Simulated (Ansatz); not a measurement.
The reference is CdTe in the zinc blende structure (space group F-43m, No. 216).

```yaml
crystal:
  lattice:
    - [0.00000, 3.24460, 3.24460]
    - [3.24460, 0.00000, 3.24460]
    - [3.24460, 3.24460, 0.00000]
  atoms:
    - { symbol: Te, position: [0.75000, 0.75000, 0.75000] }
    - { symbol: Cd, position: [0.00000, 0.00000, 0.00000] }
```

Computed with PBEsol (Ansatz, a program for electronic structure, PAW, no spin-orbit coupling).

For the base:

The gap character is direct at Γ and the shortest interatomic distance comes out as 2.810 Å. The electron mass comes out as 0.055 mₑ (at Γ). The band gap is 0.65 eV.

Perturbation: Be takes the place of Cd on all its sites, then cell and atoms are relaxed.

Tabulated Pauling electronegativity and covalent radius: Cd 1.69, 1.44 Å; Be 1.57, 0.96 Å.

Question: What happens to the gap character, shortest interatomic distance, electron mass and band gap?

Answer: The gap character becomes indirect, Γ → X (base: direct at Γ); the shortest interatomic distance decreases by 0.383 Å to 2.427 Å; the electron mass changes from 0.055 mₑ (at Γ) to 1.4 mₑ along k, 0.25 mₑ across (at X); the band gap grows by 1.19 eV, from 0.65 eV to 1.84 eV.

Spin-orbit coupling, missing from the scalar runs, can matter with Te. Masses are band curvatures over ±0.01 Å⁻¹ around the edge. Along k means along the line from Γ to the band edge. Whether these cells are dynamically stable was not tested.
